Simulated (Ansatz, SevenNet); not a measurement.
**AlB2-type TiB₂: properties by level of theory**

Reference values: lattice constant a 3.029 Å (measured, 293 K, not corrected to a static lattice; as tabulated in R. G. Munro, J. Res. NIST 105, 709 (2000), Material Properties of Titanium …); lattice parameter c 3.229 Å (measured, 293 K, not corrected to a static lattice; as tabulated in R. G. Munro, J. Res. NIST 105, 709 (2000), Material Properties of Titanium …).

```
level (code)     lattice parameter a (Å)  lattice parameter c (Å)
---------------  -----------------------  -----------------------
SevenNet-0                           [?]                    3.231
PBE-D4 (Ansatz)                    3.010                    3.171
HSE06 (Ansatz)                     3.014                    3.202
```

Problem. Some entries are withheld; supply them.

Solution. 
- SevenNet-0, lattice parameter a (Å): 3.035

Differences from the reference values (errors of the level alone only where the reference is corrected to a static lattice):

| level | lattice constant a (%) | lattice parameter c (%) |
|---|---|---|
| SevenNet-0 | +0.20 | +0.06 |
| PBE-D4 | -0.63 | -1.80 |
| HSE06 | -0.50 | -0.84 |

Nearest: lattice constant a, not ranked (reference at room or unstated temperature); lattice parameter c, not ranked (reference at room or unstated temperature).

Machine-learned potentials (SevenNet-0) are trained on DFT data: a solid inside that data is no test of them.

Caveats: exact exchange on metals is sensitive to the k mesh and can open a false gap (HSE06); the run warned that the count of filled bands differs between k points (HSE06). Ansatz's density-functional and Hartree–Fock values are scalar-relativistic unless marked +SOC, with PAW data made under PBE.

The crystal itself was run without spin with PBE-D4, HSE06; a magnetic state was not tried in these runs.

Differences are worked out from the printed values.

The computed numbers hold no vibrational or temperature effects.

Ansatz is an electronic-structure program.
